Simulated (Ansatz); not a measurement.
Take AlN in the wurtzite structure (space group P6_3mc, No. 186) as the base.

```xyz
4
Lattice="3.1138 0.0000 0.0000 -1.5569 2.6966 0.0000 0.0000 0.0000 4.9833" Properties=species:S:1:pos:R:3 pbc="T T T"
Al     0.0000     1.7978     4.9833
Al     1.5569     0.8989     2.4917
N      0.0000     1.7978     1.9037
N      1.5569     0.8989     4.3953
```

Method: Ansatz (a quantum-chemistry and plane-wave program), PBEsol, PAW, cutoff 420 eV, no SOC.

Before the change:

```
Property                                       Value
-----------------------------  ---------------------
Width of the top valence band                2.41 eV
Valence-band top at Γ          0.00, -0.22, -0.22 eV
Band gap                                     4.09 eV
```

One thing is altered: the cell is scaled by 1.0120 in all directions, atoms relaxed at fixed cell.

Q: How does this affect the width of the top valence band?

A: The width of the top valence band decreases by 0.06 eV, from 2.41 eV to 2.35 eV.

Q: What does the calculation give for the valence-band top at Γ after the change?

A: The valence-band top at Γ (three highest levels, from the VBM) becomes 0.00, -0.21, -0.21 eV (base: 0.00, -0.22, -0.22 eV).

Q: What does the calculation give for the band gap after the change?

A: The band gap drops by 0.30 eV (4.09 eV → 3.79 eV).

The cells carry an imposed strain or load. Stability against distortions was not tested.
